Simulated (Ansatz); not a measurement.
Take SrTiO3 in the cubic perovskite structure (space group Pm-3m, No. 221; a = 3.854 Å) as the base. Axes: x, y, z lie along the cube axes.

Computed with DFT with LDA, PAW potentials and a 420 eV plane-wave cutoff in Ansatz (an electronic-structure program), spin-orbit coupling left out.

For the base:

| Property | Value |
|---|---|
| Pressure | 0.00 GPa |

Modification: the cell is stretched by 2.40 % along z with no lateral relaxation, atoms relaxed at fixed cell.

Problem. How does this affect the pressure?

Solution. The pressure (mean of the normal stresses, compression positive) goes from zero to -4.38 GPa.

The cells carry an imposed strain or load. No phonon test of stability was made. The final runs are not spin-polarised. Many cubic perovskites are stable only at high temperature; tilts and polar distortions were not tested.
